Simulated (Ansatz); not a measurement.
## BN, element substitutions

The reference is BN in the zinc blende structure (space group F-43m, No. 216).

```xyz
2
Lattice="0.0000 1.8028 1.8028 1.8028 0.0000 1.8028 1.8028 1.8028 0.0000" Properties=species:S:1:pos:R:3 pbc="T T T"
N      2.7043     2.7043     2.7043
B      0.0000     0.0000     0.0000
```

Each row replaces one element on all its sites; cell and atoms are relaxed.

Method: PBEsol (Ansatz, a program for electronic structure; PAW; 420 eV plane waves; scalar-relativistic without spin-orbit coupling).

Question: Only one of these keeps a band gap. Which?
A. B → Be
B. B → Ge
C. B → Al

Answer: C, B → Al. Computed: B → Be: zero; B → Ge: zero; B → Al: 3.19 eV

No phonon test of stability was made. As relaxed here, BeN and GeN are hypothetical phases, not in the database extracts checked. All final runs are without spin polarisation. An odd electron count without spin: BeN and GeN. This is not the structure that AlN has at room temperature and ambient pressure.
